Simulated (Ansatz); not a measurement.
Take HfO2 in the fluorite structure (space group Fm-3m, No. 225; a = 5.0438 Å) as the base. Axes: x, y, z lie along the cube axes.

Structures relaxed with PBEsol/PAW in Ansatz (a program for electronic structure), spin-orbit coupling left out.

Base:

Simulated powder pattern, Mo Kα, λ = 0.71073 Å (kinematic, ideal powder, no thermal factors, no anomalous dispersion; the 10 strongest lines at most, above 2 %, up to 2θ = 40°):

```json
[
 {"2θ (°)": "14.02", "I/Imax (%)": "100", "hkl": "(111)"},
 {"2θ (°)": "16.20", "I/Imax (%)": "35", "hkl": "(200)"},
 {"2θ (°)": "22.99", "I/Imax (%)": "57", "hkl": "(220)"},
 {"2θ (°)": "27.03", "I/Imax (%)": "53", "hkl": "(311)"},
 {"2θ (°)": "28.25", "I/Imax (%)": "12", "hkl": "(222)"},
 {"2θ (°)": "32.74", "I/Imax (%)": "9.5", "hkl": "(400)"},
 {"2θ (°)": "35.77", "I/Imax (%)": "22", "hkl": "(331)"},
 {"2θ (°)": "36.73", "I/Imax (%)": "16", "hkl": "(420)"}
]
```

Modification: biaxial strain −0.50 %, plane normal [001], relaxed out of plane (Cartesian); in-plane vectors clamped, the third vector and the atoms free.

After the change:

Simulated powder pattern, Mo Kα, λ = 0.71073 Å (kinematic, ideal powder, no thermal factors, no anomalous dispersion; the 10 strongest lines at most, above 2 %, up to 2θ = 40°):

```csv
2θ (°),d (Å),I/Imax (%),hkl
14.06,2.904,100,(111)
16.17,2.527,12,(002)
16.28,2.509,23,(200)
23.03,1.780,38,(202)
23.11,1.774,19,(220)
27.01,1.522,18,(113)
27.15,1.514,35,(311)
28.33,1.452,12,(222)
35.83,1.155,15,(313)
35.94,1.152,7.4,(331)
```

The indices refer to the base's conventional cell; one index is shown for lines that coincide. The space group is now I4/mmm (No. 139).

Stability against distortions was not tested. This is not the structure that HfO2 has at room temperature and ambient pressure.
